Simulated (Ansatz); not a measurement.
Consider SiC (space group Pm-3n, No. 223; a = 5.357 Å; a hypothetical phase, not in the database extracts checked).

(Cell as relaxed with PBE.)

Levels (all Ansatz, a program for electronic structure, PAW): PBE (420 eV, without spin-orbit coupling); PBEsol (420 eV, without spin-orbit coupling).

Each level relaxes its own structure.

| base | PBE | PBEsol |
|---|---|---|
| volume per atom | 12.81 Å³ | 12.63 Å³ |
| lattice parameter a | 5.357 Å | 5.331 Å |
| band gap | 1.88 eV | 1.75 eV |

It is then changed as follows: cell and atoms relaxed at a pressure of 5 GPa.

| quantity | PBE | PBEsol |
|---|---|---|
| band gap | 1.89 eV | ? |
| lattice parameter a | 5.307 Å | ? |
| smallest direct gap | 2.09 eV | ? |

Question: What does PBEsol give?

Answer: 
- band gap, PBEsol: 1.76 eV
- lattice parameter a, PBEsol: 5.283 Å
- smallest direct gap, PBEsol: 1.96 eV

PBE's band gap lies 0.13 eV above PBEsol's; PBE's lattice parameter a lies 0.024 Å above PBEsol's (0.5 %); PBE's smallest direct gap lies 0.13 eV above PBEsol's. Neither level is exact; PBEsol is the comparison here, not a measurement.

Load acts through the strain it causes; cell and atoms are relaxed under it. Whether these cells are dynamically stable was not tested. Competing high-pressure phases were not computed.
